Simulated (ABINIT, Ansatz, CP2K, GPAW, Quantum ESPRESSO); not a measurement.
## YGe2 (I4_1/amd, 6 atoms in the cell) computed with different codes at matched settings

Self-consistent single point.

```yaml
crystal:
  lattice:
    - [-2.02189, 2.02189, 8.42769]
    - [2.02189, -2.02189, 8.42769]
    - [2.02189, 2.02189, -8.42769]
  atoms:
    - { symbol: Y, position: [0.50000, 0.50000, 0.00000] }
    - { symbol: Y, position: [0.25000, 0.75000, 0.50000] }
    - { symbol: Ge, position: [0.82799, 0.32799, 0.50000] }
    - { symbol: Ge, position: [0.07799, 0.07799, 0.00000] }
    - { symbol: Ge, position: [0.92201, 0.92201, 0.00000] }
    - { symbol: Ge, position: [0.67201, 0.17201, 0.50000] }
```

All programs got the same cell, k-point mesh and kind of occupations (in Ansatz's words: kpoints.mp_grid.grid = 5 5 5; scf.occupations.method = fermi_dirac; scf.occupations.width = 0.1 eV); potentials, basis and cutoffs are each program's usual ones.

```tsv
code	model	pressure (GPa)	largest force (eV/Å)	k-points	cutoff
Ansatz	PBEsol, PAW files made with PBE	-5.46	0.050	18	default
Quantum ESPRESSO	PBEsol, PSlibrary PAW (PBE) pseudopotentials	-5.27	0.063	18	45 Ry
GPAW	PBEsol, GPAW PAW datasets PBEsol (made by gpaw-setup)	-5.46	0.069	18	550 eV
ABINIT	PBEsol, norm-conserving pseudopotentials (PseudoDojo nc-sr-04 PBEsol standard)	-5.41	0.055	18	1061 eV
CP2K	PBEsol, GPW, DZVP-MOLOPT-SR-GTH basis, GTH-PBE potentials (GTH_POTENTIALS)	-3.15	0.090	63	grid 500 Ry
```

The spread over the programs that give each value: pressure within 2.31 GPa; largest force within 0.040 eV/Å.

The starting cell comes from a database of computed structures (which also holds hypothetical and non-ambient phases and stackings), without a prior relaxation at this level. Its lattice was rescaled by a random factor within 2.5 % of one. On Ansatz's run: In the base run, with a pressure of about -5 GPa the cell is away from its equilibrium volume at this level.

Task: Why do the programs differ, and what cannot be compared?

Result: Differences of this kind can come from the potentials, where these differ, and from what each basis and cutoff leave unconverged. The valence holds different numbers of electrons (Ansatz (a first-principles code) 78, Quantum ESPRESSO 38, GPAW 38, ABINIT 78, CP2K 38). The zero of total energies and Fermi levels follows the potentials and each program's conventions, so they are not compared here. CP2K uses small atom-centred bases, whose incompleteness enters pressures, forces and empty levels differently from a plane-wave cutoff. Ansatz's pressure is given at a fixed set of plane waves, as the other plane-wave codes print theirs. The programs reduce the same mesh by symmetry to different extents, which changes the work and not the result. In the pressure, CP2K (by 2.29) lies more than 1 GPa from the median of the plane-wave programs.

Left out of this page: Elk and FLEUR (not drawn, or without a comparable value).

Keys are those of Ansatz 0.2.
